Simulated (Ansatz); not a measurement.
**Hypothetical zinc blende KI, pressure series**

The reference is KI in the zinc blende structure (space group F-43m, No. 216; a = 7.850 Å; a hypothetical phase, not in the database extracts checked).

Cell and atoms are relaxed at each pressure.

Computed with PBEsol (Ansatz, a quantum-chemistry and plane-wave program; PAW; 420 eV plane waves; no spin-orbit coupling).

```
P (GPa)  V (Å³/atom)
-------  -----------
0.31          58.272
0.72          55.988
1.50          52.614
3.00          48.198
5.01          44.285
7.50          40.961
10.00         38.512
```

Task: Fit a third-order Birch–Murnaghan equation of state.

Result: Least squares on P(V) = (3B₀/2)[(V₀/V)^(7/3) − (V₀/V)^(5/3)]·[1 + (3/4)(B₀′ − 4)((V₀/V)^(2/3) − 1)] gives V₀ = 60.37 Å³/atom, B₀ = 8.0 GPa and B₀′ = 4.5.

Load acts through the strain it causes; cell and atoms are relaxed under it. No phonon test of stability was made. Competing high-pressure phases were not computed.
